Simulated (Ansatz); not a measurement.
Base system: GaAs in the zinc blende structure (space group F-43m, No. 216).

```
CELL_PARAMETERS angstrom
      0.00000     2.82948     2.82948
      2.82948     0.00000     2.82948
      2.82948     2.82948     0.00000
ATOMIC_POSITIONS crystal
  Ga 0.00000 0.00000 0.00000
  As 0.25000 0.25000 0.25000
```

Cartesian axes are those of the cell as printed.

Level of theory: PBEsol (Ansatz, a first-principles code; PAW; 420 eV plane waves; without spin-orbit coupling).

The change: the cell is stretched by 2.50 % along z with no lateral relaxation, atoms relaxed at fixed cell.

Question: Predict the stress tensor and what it implies for the stiffness.

Answer: Stress of the strained cell less that of the base (GPa, compression positive):
```
  -1.10    0.00    0.00
   0.00   -1.10    0.00
   0.00    0.00   -2.64
```

Then −Δσ_ii/ε with ε = 0.0250 gives secant stiffness values (nonlinear terms included at this strain): C33 ≈ 106 GPa, C13 ≈ 44 GPa and C23 ≈ 44 GPa.

As a check, the harmonic strain energy −½ V₀ Δσ:ε is 4.7 meV/atom; the computed energy rise is 4.7 meV/atom.

Stability against distortions was not tested.
